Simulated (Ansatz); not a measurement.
Worked example: self-consistent single point of VSi (P6_3/mmc, 8 atoms in the cell) in Ansatz (a program for electronic structure).

Computed with PBE (plane waves, PAW; Ansatz).

```xyz
8
Lattice="3.4111 0.0000 0.0000 -1.7056 2.9541 0.0000 0.0000 0.0000 11.5079" Properties=species:S:1:pos:R:3 pbc="T T T"
V      0.0000     1.9694     1.4385
V      1.7056     0.9847     7.1925
V      1.7056     0.9847    10.0694
V      0.0000     1.9694     4.3155
Si     0.0000     0.0000     0.0000
Si     0.0000     0.0000     5.7540
Si     0.0000     1.9694     8.6310
Si     1.7056     0.9847     2.8770
```
Moments meant for the start (each program seeds them in its own way; μB, in the order of the atoms V V V V Si Si Si Si): 2.0 2.0 2.0 2.0 0.0 0.0 0.0 0.0.

Reference input (self-consistent single point, DFT, PBE, plane waves, default PAW files): kpoints.mp_grid.grid = 8 8 2; hamiltonian.xc = pbe; hamiltonian.pseudopotentials = {kind: paw} (the program's default PAW files); magnetization.spin_polarized = true; scf.occupations.method = cold; scf.occupations.width = 0.1 eV. This run's input differs from it in these lines:

Ansatz 0.2 input:
```diff
@@ -15,3 +15,3 @@
 kpoints:
-  mp_grid: { grid: [8, 8, 2] }
+  mp_grid: { grid: [6, 6, 2] }
 hamiltonian:
@@ -22,3 +22,3 @@
 scf:
-  occupations: { method: cold, width: 0.1 }
+  occupations: { method: cold, width: 0.3 }
 output:
```

Output (repeated stretches shortened):

```
SCF iter   1: F=—  HF=-14197.005508 eV  |F-HF|=—  |Δ(HF+E_count)|=         —  Δρ=1.15e-1 (↑1.15e-1 ↓5.67e-2)  dr2=6.52e0  dr2_m=7.25e0  M=0.827 μB ∫|m|=1.788 μB  β_m=0.30  ethr=3.10e-3  ⟨swp⟩=5.2  Hψ=4428  notcnv=0
Mixer restart at iter 1: flushing history
all-band conjugate gradients solve this SCF's bands
preconditioner: auto → Kerker (q_TF=auto, 2.496 Å⁻¹)
spin=Collinear: Kerker preconditioning applied to the charge; magnetization (m = ρ↑ − ρ↓) channel mixes plain (no charge-response kernel on spin).
   [... lines left out ...]
SCF iter  14: F=—  HF=-14193.733845 eV  |F-HF|=—  |Δ(HF+E_count)|=   2.82e-9  S|Δr|=    0.00e0  Δρ=1.64e-6 (↑6.60e-7 ↓1.64e-6)  dr2=6.15e-9  dr2_m=3.20e-10  M=0.000 μB ∫|m|=0.000 μB  β_m=0.98  ethr=1.46e-11  ⟨swp⟩=2.9  Hψ=2710  notcnv=0
SCF iter  15: F=-14193.733845 eV  HF=-14193.733845 eV  |F-HF|=1.75e-10  |Δ(HF+E_count)|=  5.06e-10  S|Δr|=    0.00e0  Δρ=3.76e-7 (↑1.53e-7 ↓3.76e-7)  dr2=1.83e-10  dr2_m=3.76e-11  M=0.000 μB ∫|m|=0.000 μB  ethr=9.05e-12  ⟨swp⟩=2.5  Hψ=2442  notcnv=0
SCF 1 converged in 15 iterations: F = -14193.733845 eV  dr2 = 1.83e-10
WARN: the starting moments were not kept: the SCF closed with an absolute magnetisation of 3.1e-5 μB, where they sum to 8 μB in size (4 sites) …
   [... lines left out ...]
Absolute magnetization: 0.0000 μB (∫|ρ↑−ρ↓|, with the PAW one-centre terms)
Free energy (F): -14193.733845 eV
Fermi energy:    12.611847 eV
   [... lines left out ...]
  atom   8  Si     0.00000000    -0.00000000     0.00000000
--- Stress (GPa, compression-positive) ---
        0.265572       0.000000       0.000000
        0.000000       0.265572       0.000000
        0.000000       0.000000       5.623546
  P = ⅓ Tr σ = 2.0516 GPa (20.516 kbar)
  The stress holds the Pulay correction. Without it, at fixed plane waves, as pw.x and ABINIT print it: P = 1.9966 GPa
```

The run converged in 15 iterations. Against the reference run the free energy drops by 1.5 meV/atom, the pressure hardly changes (2.06 to 2.05 GPa) and the largest force goes from 1.873 to 1.765 eV/Å.

The starting cell was generated: these elements placed on a structure prototype, without a prior relaxation; it need not be a known phase or ordering of this composition. Its lattice was rescaled by a random factor within 2.5 % of one. The starting moments vanished: the run ended non-magnetic, which need not be the lowest state. The program warned that a starting moment was not kept. Forces in this geometry exceed 1 eV/Å. Ansatz's pressure includes its estimate of the finite-basis (Pulay) stress.
